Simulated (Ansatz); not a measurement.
A computed series for Cu3N: response to strain

Take Cu3N (space group Pm-3m, No. 221; a = 3.721 Å) as the base. Axes: x, y, z lie along the cube axes.

Strains are applied to the cell and any free atomic positions relax; under biaxial strain the out-of-plane vector relaxes too.

The values are results of LDA, PAW, 420 eV (Ansatz, a first-principles code; no spin-orbit coupling), not measurements.

Notes on the quantities. energy relative to the base: free energy F; pressure: mean of the normal stresses, compression positive.

```csv
change,energy relative to the base,shortest interatomic distance,pressure
base,0 meV/atom,1.860 Å,0.0 GPa
"biaxial strain −2.50 %, plane normal [111], relaxed out of plane",+5.4 meV/atom,1.854 Å,1.8 GPa
"biaxial strain −2.00 %, plane normal [111], relaxed out of plane",+3.4 meV/atom,1.855 Å,1.5 GPa
"biaxial strain −1.50 %, plane normal [111], relaxed out of plane",+1.9 meV/atom,1.857 Å,1.1 GPa
"biaxial strain −1.00 %, plane normal [111], relaxed out of plane",+0.8 meV/atom,1.858 Å,0.7 GPa
"biaxial strain −0.50 %, plane normal [111], relaxed out of plane",+0.2 meV/atom,1.859 Å,0.3 GPa
```

Whether these cells are dynamically stable was not tested. The final runs are not spin-polarised.
